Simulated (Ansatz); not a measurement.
SrTiO3, pressure series

Consider SrTiO3 in the cubic perovskite structure (space group Pm-3m, No. 221; a = 3.8542 Å).

Cell and atoms are relaxed at each pressure.

Calculations: DFT with LDA, PAW potentials and a 420 eV plane-wave cutoff in Ansatz (a quantum-chemistry and plane-wave program), no spin-orbit coupling.

```csv
pressure (GPa),volume per atom (Å³/atom)
-2,11.567
-1,11.508
0,11.451
0.7,11.412
1.5,11.367
3,11.287
5,11.184
7.5,?
10,10.948
```

Problem. Fit the third-order Birch–Murnaghan form P(V) = (3B₀/2)[(V₀/V)^(7/3) − (V₀/V)^(5/3)]·[1 + (3/4)(B₀′ − 4)((V₀/V)^(2/3) − 1)] (squares taken in P) to the rows shown and predict the withheld row.

Solution. Least squares on the printed values gives V₀ = 11.451 Å³/atom, B₀ = 202 GPa, B₀′ = 4.4; this predicts 11.063 Å³/atom, and the run gives 11.063 Å³/atom, in agreement.

Measured bulk modulus of SrTiO3: 172.1 GPa (room temperature; as listed in Mael Guennou et al., Physical Review B (2010)); the computed value is for a static lattice, so the two differ by thermal effects too.

Load acts through the strain it causes; cell and atoms are relaxed under it. Stability against distortions was not tested. Competing high-pressure phases were not computed. All final runs are without spin polarisation. Many cubic perovskites are stable only at high temperature; tilts and polar distortions were not tested.
